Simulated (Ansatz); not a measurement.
Effect of isotropic strain −1.00 % on CuAu

The parent structure is CuAu (space group P4/mmm, No. 123; a = 2.869 Å, c = 3.645 Å; relaxed with 0.1 eV smearing).

One thing is altered: every lattice vector is shortened by 1.00 %; the atoms relax in the strained cell.

Calculations: DFT with PBE, PAW potentials and a 420 eV plane-wave cutoff in Ansatz (a first-principles code), spin-orbit coupling left out. Γ-centred 20×20×16 mesh, Fermi–Dirac width 0.1 eV.

```json
[
 {"quantity": "volume per atom", "base": "15.01 Å³", "changed": "14.56 Å³", "shift": "-0.45 Å³"},
 {"quantity": "space group", "base": "P4/mmm (No. 123)", "changed": "P4/mmm (No. 123)", "shift": "–"},
 {"quantity": "shortest interatomic distance", "base": "2.727 Å", "changed": "2.700 Å", "shift": "-0.027 Å"},
 {"quantity": "energy relative to the base (free energy F)", "base": "0 meV/atom", "changed": "+6.2 meV/atom", "shift": "+6.2 meV/atom"},
 {"quantity": "pressure (mean of the normal stresses, compression positive)", "base": "0.0 GPa", "changed": "4.6 GPa", "shift": "+4.6 GPa"},
 {"quantity": "band gap", "base": "zero", "changed": "zero", "shift": "–"}
]
```

No phonon test of stability was made. The final runs are not spin-polarised.
